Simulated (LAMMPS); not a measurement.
Molecular dynamics of SiC (zinc blende), 512 atoms, at 1740 K and 2 GPa, heated as the crystal.

All values are model results, not measurements: classical MD, pair style meam, file SiC.meam, run in LAMMPS.

| Quantity | Value |
|---|---|
| state found | crystal; no diffusion seen in 21 ps |
| density | 3.0705 ± 0.0002 g/cm³ |
| volume per atom | 10.8423 ± 0.0008 Å³/atom |
| enthalpy per atom | -5.8369 ± 0.0007 eV/atom |
| first peak of g(r), C-Si | 1.91 Å, height 11.7 |
| coordination number of C by Si | 4.00 (counted to 2.66 Å) |
| coordination number of Si by C | 4.00 (counted to 2.66 Å) |
| most common C-Si-C angle | at the 3° bin centred on 109.5°, after smoothing over three bins (mean of all 109°) |
| most common Si-C-Si angle | at the 3° bin centred on 109.5°, after smoothing over three bins (mean of all 109°) |
| mean frequency of the vibrational (phonon) density of states | 26.0 THz |
| cost | around 4 core-minutes (rough) |

Potential: file SiC.meam of the LAMMPS distribution.

Caution: a run this short can hold a crystal over, or a liquid under, the potential's own melting point, which these runs don't give.

States go by the mean squared displacement: a species diffuses where it passes 1.5 Å², still rises and gives D over 1e-6 cm²/s; a crystal has left its structure where atoms lie 0.35 Å off their sites on average or a cubic box changes its shape by 3 %, or the axial ratios of another lie 8 % off the starting cell's, which the potential's own relaxation can also do.

Errors shown are sampling errors alone.

```
angle (°)  probability per degree, C-Si-C  probability per degree, Si-C-Si
---------  ------------------------------  -------------------------------
85.50                              0.0000                           0.0000
88.50                              0.0001                           0.0000
91.50                              0.0003                           0.0003
94.50                              0.0020                           0.0016
97.50                              0.0066                           0.0062
100.5                              0.0186                           0.0181
103.5                              0.0405                           0.0415
106.5                              0.0642                           0.0663
109.5                              0.0763                           0.0755
112.5                              0.0622                           0.0623
115.5                              0.0390                           0.0384
118.5                              0.0167                           0.0164
121.5                              0.0055                           0.0052
124.5                              0.0011                           0.0014
127.5                              0.0001                           0.0001
130.5                              0.0000                           0.0000
```
